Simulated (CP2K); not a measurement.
A self-consistent single point of a (111) slab of Ca (cut from a parent of space group no. 225; 2 atoms in the cell) with CP2K.

Method: CP2K with PBEsol, GPW, DZVP-MOLOPT-SR-GTH basis, GTH-PBE potentials (GTH_POTENTIALS).

```
Ca
1.0
    3.95749     0.00000     0.00000
    1.97875     3.42729     0.00000
    0.00000     0.00000    17.23129
Ca
2
Direct
  0.00000   0.00000   0.40624
  0.33333   0.33333   0.59376
```

Reference input (self-consistent single point, DFT PBEsol, GPW, DZVP-MOLOPT-SR-GTH basis, GTH-PBE potentials (GTH_POTENTIALS)): CUTOFF = 500 Ry; REL_CUTOFF = 60 Ry; SMEAR/METHOD = GAUSSIAN; SIGMA = 0.1 eV; KPOINTS/SCHEME = MONKHORST-PACK 5 5 1; XC_FUNCTIONAL = PBE:PBESOL; Ca/BASIS_SET = DZVP-MOLOPT-SR-GTH-q10; Ca/POTENTIAL = GTH-PBE-q10; METHOD = GPW; EPS_DEFAULT = 1e-10; NGRIDS = 5; SCF_GUESS = ATOMIC. This run's input differs from it in these lines:

```diff
@@ -40,3 +40,4 @@
     &KPOINTS
-      SCHEME MONKHORST-PACK 5 5 1
+      SCHEME MONKHORST-PACK 10 10 1
+      GAMMA_CENTERED T
     &END KPOINTS
```

Output, abridged:

```
 SCF WAVEFUNCTION OPTIMIZATION

  Step     Update method      Time    Convergence         Total energy    Change
     1 NoMix/Diag. 0.20E+00      -     1.49047103       -73.3829392889 -7.34E+01
     2 Broy./Diag. 0.20E+00      -     0.00977545       -72.9049750215  4.78E-01
     3 Broy./Diag. 0.20E+00      -     0.07366438       -73.1415352623 -2.37E-01
     4 Broy./Diag. 0.20E+00      -     0.01526980       -73.3045144406 -1.63E-01
     5 Broy./Diag. 0.20E+00      -     0.00752102       -73.2205071470  8.40E-02
     6 Broy./Diag. 0.20E+00      -     0.00356638       -73.2193727524  1.13E-03
   [... 12 lines left out ...]
    19 Broy./Diag. 0.20E+00      -     0.00001100       -73.2511072758 -1.09E-04
    20 Broy./Diag. 0.20E+00      -     0.00000706       -73.2511036400  3.64E-06
    21 Broy./Diag. 0.20E+00      -     0.00000472       -73.2510789115  2.47E-05
    22 Broy./Diag. 0.20E+00      -     0.00000063       -73.2510729587  5.95E-06
  *** SCF run converged in    22 steps ***

  Overlap energy of the core charge distribution:               0.00000000000000
  Self energy of the core charge distribution:               -144.66399578147599
  Core Hamiltonian energy:                                     33.56578059286156
  Hartree energy:                                              47.80753290845259
  Exchange-correlation energy:                                 -9.95981671070278
  Smearing free energy correction:                             -0.00057396559166
  Fermi energy:                                                -0.00117117202991

  Total energy:                                               -73.25107295868403
  Total energy (extrapolated to sigma->0):                    -73.25078597588821

                     Mulliken Population Analysis

   [... lines left out ...]

 STRESS| Analytical stress tensor [bar]
 STRESS|                        x                   y                   z
 STRESS|      x       -1.88330032516E+03   1.18862614158E-02   1.17995377621E-02
 STRESS|      y        1.18862614158E-02  -1.88297196579E+03   3.36822901613E-03
 STRESS|      z        1.17995377621E-02   3.36822901613E-03  -3.26067246085E+03
 STRESS| 1/3 Trace                                            -2.34231491727E+03
```

The run converged in 22 iterations. Against the reference run the free energy rises by 15.7 meV/atom and the largest force goes from 0.259 to 0.147 eV/Å.

The starting cell has typed, rounded lattice constants, without a prior relaxation at this level. The slab is cut from that crystal, and its faces are unrelaxed. Its lattice was rescaled by up to half a per cent. Values carry the incompleteness of an atom-centred basis. The potentials were made for another functional than the one used.
